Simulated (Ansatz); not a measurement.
We consider A15 V3Si (cubic form, which distorts at low temperature), described by PBE-D4 (plane waves, PAW; Ansatz, an electronic-structure program).

Numerical settings: plane-wave cutoff 520 eV, 12×12×12 k mesh, Fermi–Dirac smearing 0.05 eV, no spin polarisation, scalar-relativistic PAW data made under PBE.

Equation-of-state points:

| V (Å³/atom) | E − E_lowest (meV/atom) | P (GPa) |
|---|---|---|
| 11.918 | 32.03 | 14.19 |
| 12.171 | 13.76 | 8.98 |
| 12.425 | 3.33 | 4.27 |
| 12.678 | 0.00 | 0.01 |
| 12.932 | 3.09 | -3.85 |
| 13.185 | 11.99 | -7.34 |
| 13.439 | 26.15 | -10.50 |

Q: Estimate the bulk modulus from the pressures at 12.425 and 12.932 Å³/atom, and compare it with a fit to all energies.

A: B = −V dP/dV. Between V = 12.425 and 12.932 Å³/atom, dP/dV = (-3.85 − (4.27))/(12.932 − 12.425) = -16.0 GPa per Å³/atom; at the midpoint 12.678 Å³/atom this gives B ≈ 203 GPa. The third-order Birch–Murnaghan fit gives V0 = 12.679 Å³/atom, B0 = 203 GPa, B′ = 4.0, which lies within 1 % of that estimate.

Measured, for comparison: bulk modulus 171 GPa (300 K, no zero-point or thermal correction, our sources range from 171 to 176; as tabulated in Lu and Klein (1997), arXiv:cond-mat/9704251); equilibrium volume per atom 13.18 Å³/atom (temperature not stated, no zero-point or thermal correction; as tabulated in Zeng et al. (2023), arXiv:2309.11055). Computed (rounded) less measured: bulk modulus +19 % (+15 % to +19 % over the range), equilibrium volume per atom -3.8 %.

Note: symmetry holds this phase in the static calculation, where it need not be a minimum.

The computed numbers hold no vibrational or temperature effects.
